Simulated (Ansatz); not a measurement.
Base system: BaTiO$_{3}$ in the cubic perovskite structure (space group Pm-3m, No. 221; a = 3.994 Å).

Level of theory: DFT with r2SCAN, PAW potentials and a 500 eV plane-wave cutoff in Ansatz (a first-principles code), no SOC, earlier PAW set.

For the base:

```
Quantity                 Value
-------------  ---------------
Band gap               2.18 eV
Density             6.08 g/cm³
Gap character  indirect, R → Γ
```

It is then changed as follows: full substitution Ti → Hf; the structure is relaxed again.

Problem. What happens to the band gap?

Solution. The band gap increases by 2.02 eV, from 2.18 eV to 4.20 eV.

Problem. How does this affect the density?

Solution. The density rises by 2.21 g/cm³, from 6.08 g/cm³ to 8.29 g/cm³.

Problem. Estimate the effect on the gap character.

Solution. The gap character stays indirect, R → Γ.

Spin-orbit coupling, missing from the scalar runs, can matter with Hf. Stability against distortions was not tested. All final runs are without spin polarisation. Many cubic perovskites are stable only at high temperature; tilts and polar distortions were not tested. This is not the structure that BaTiO3 has at room temperature and ambient pressure.
